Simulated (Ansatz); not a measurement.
Start from W3N4 (space group Pm-3m, No. 221; a = 4.179 Å). Axes: x, y, z lie along the cube axes.

Modification: uniaxial stress, 3 GPa compression along z, with the cell and atoms free to relax against it.

Levels (all Ansatz, an electronic-structure program, PAW): PBEsol (420 eV, spin-orbit coupling left out); r2SCAN (500 eV, without spin-orbit coupling).

The geometry is relaxed with PBEsol.

| Quantity | Value |
|---|---|
| PBEsol pressure | 1.0 GPa |

Problem. What does r2SCAN give at this geometry for the pressure?

Solution. The pressure increases by 4.2 GPa to 5.2 GPa.

Single points use the geometry relaxed with PBEsol. Their cutoffs differ, which shifts pressures a little. Load acts through the strain it causes; cell and atoms are relaxed under it. Beyond what the load breaks, stability against distortions was not tested. The final runs are not spin-polarised.
